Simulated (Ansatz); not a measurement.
# Hypothetical Pm-3n GaN: pressure series

Base system: GaN (space group Pm-3n, No. 223; a hypothetical phase, not in the database extracts checked).

```
GaN
1.0
    5.57136     0.00000     0.00000
    0.00000     5.57136     0.00000
    0.00000     0.00000     5.57136
Ga N
6 6
Cartesian
  1.39284   0.00000   2.78568
  4.17852   0.00000   2.78568
  2.78568   4.17852   0.00000
  2.78568   1.39284   0.00000
  0.00000   2.78568   4.17852
  0.00000   2.78568   1.39284
  1.39284   2.78568   0.00000
  4.17852   2.78568   0.00000
  0.00000   4.17852   2.78568
  0.00000   1.39284   2.78568
  2.78568   0.00000   4.17852
  2.78568   0.00000   1.39284
```

Cell and atoms are relaxed at each pressure.

All numbers come from Kohn–Sham DFT with the PBE functional, run in Ansatz (a first-principles code) with PAW and 420 eV plane waves, no spin-orbit coupling.

```tsv
pressure (GPa)	band gap (eV)
-2	1.43
-1	1.47
0	1.50
0.3	1.51
0.7	1.52
3	?
5	1.63
7.5	1.68
10	1.73
```

Task: Fit E_g = E₀ + αP + βP² to the rows shown and predict the withheld row.

Result: Least squares on the printed values gives E₀ = 1.50 eV, α = 30.2 meV/GPa, β = -0.74 meV/GPa² (largest residual 0.00 eV); this predicts 1.58 eV, and the run gives 1.58 eV, in agreement.

Load acts through the strain it causes; cell and atoms are relaxed under it. Whether these cells are dynamically stable was not tested. Competing high-pressure phases were not computed.
